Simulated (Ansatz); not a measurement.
Substrate model: Si(111) 1x1 surface, 6 top atoms, 3 bilayers, bottom bilayer H-capped and fixed, every top atom capped by Cl; cell 11.5 x 6.6 Å; about 7 Å thick over the host's atoms, 18 atoms held. Method: PBE-D3(BJ) (plane waves to 420 eV, PAW; Ansatz, a quantum-chemistry and plane-wave program). Sampling: 1x2x1 k points. The slab states were run without spin polarisation. Slab thickness, cell and mesh are as stated and are not converged limits. Energies are static: no zero-point or thermal part. Each state was relaxed from one prepared geometry.

One Si2H6 a cell is brought to Si(111):Cl. Relaxed result near the molecule:

```
atom     x (Å)   y (Å)   z (Å)
------  ------  ------  ------
Cl(14)  11.494   0.042  11.586
Cl(31)   5.758   3.356  11.588
Cl(46)   7.646   0.028  11.570
Si(a0)   8.289   1.671  15.100
Si(a1)   8.757  -0.635  15.028
H(a2)    7.525   2.104  13.893
H(a3)    7.476   1.984  16.316
H(a4)    9.560   2.460  15.165
H(a5)    9.270  -1.085  16.359
H(a6)    7.519  -1.414  14.710
H(a7)    9.787  -0.940  13.992
```

Task: What is the adsorption energy against the free Si2H6 and the slab before, and how much of it is dispersion?

Result: -0.29 eV (negative: bound); the D3 term gives -0.29 eV of it. Its closest contacts to the rest of the cell: H(a7)...Cl(14) 3.11 Å, H(a2)...Cl(46) 3.12 Å, H(a2)...Cl(31) 3.16 Å.
